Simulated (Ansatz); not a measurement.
Start from CaF$_{2}$ in the fluorite structure (space group Fm-3m, No. 225).

```yaml
crystal:
  lattice:
    - [0.00000, 2.71029, 2.71029]
    - [2.71029, 0.00000, 2.71029]
    - [2.71029, 2.71029, 0.00000]
  atoms:
    - { symbol: Ca, position: [0.00000, 0.00000, 0.00000] }
    - { symbol: F, position: [0.25000, 0.25000, 0.25000] }
    - { symbol: F, position: [0.75000, 0.75000, 0.75000] }
```

Calculations: PBEsol (Ansatz, a program for electronic structure; PAW; 420 eV plane waves; without spin-orbit coupling).

Base values:

| Quantity | Value |
|---|---|
| Lattice parameter a | 5.421 Å |

It is then changed as follows: a hydrostatic pressure of 5 GPa.

Problem. What happens to the lattice parameter a?

Solution. The lattice parameter a drops by 0.0922 Å, from 5.421 Å to 5.328 Å.

Load acts through the strain it causes; cell and atoms are relaxed under it. No phonon test of stability was made. Competing high-pressure phases were not computed.
